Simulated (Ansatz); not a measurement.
Density of states of SrMg (Pm-3m) near the Fermi level, PBEsol, rigid bands (Ansatz, a quantum-chemistry and plane-wave program).

```tsv
E − E_F (eV)	states/eV/cell
-1.92	0.72
-1.82	0.67
-1.72	0.64
-1.62	0.63
-1.52	0.64
-1.42	0.65
-1.32	0.68
-1.22	0.72
-1.12	0.77
-1.02	0.83
-0.92	0.90
-0.82	0.99
-0.72	1.13
-0.62	1.38
-0.52	1.91
-0.42	2.37
-0.32	2.03
-0.22	1.58
-0.12	1.51
-0.02	1.75
0.08	1.90
0.18	1.79
0.28	1.70
0.38	1.63
0.48	1.58
0.58	1.54
0.68	1.52
0.78	1.60
0.88	1.65
0.98	1.31
1.08	1.16
1.18	1.14
1.28	1.17
1.38	1.24
1.48	1.38
1.58	1.70
1.68	1.97
1.78	2.12
1.88	2.35
```

**Question.** With 2 atoms a cell, what bare Sommerfeld coefficient γ = (π²/3) k_B² N(E_F) follows?

**Answer.** N(E_F) ≈ 1.81 states/eV a cell at 300 K, so γ ≈ 2.1 mJ/(mol of atoms·K²), before many-body enhancement (phonons, spin fluctuations, correlation).

**Question.** How far does the Fermi level move in a rigid band for 0.1 electron a cell added or removed?

**Answer.** 54 meV and -58 meV.

A metal at this level (no band gap); rigid bands, thermally averaged at 300 K, both spins. Spin-orbit coupling is left out. Geometry: cell and atoms relaxed with PBEsol.

Computed structure with no diffraction record at hand here (it may be known, metastable or hypothetical): SrMg (Pm-3m).
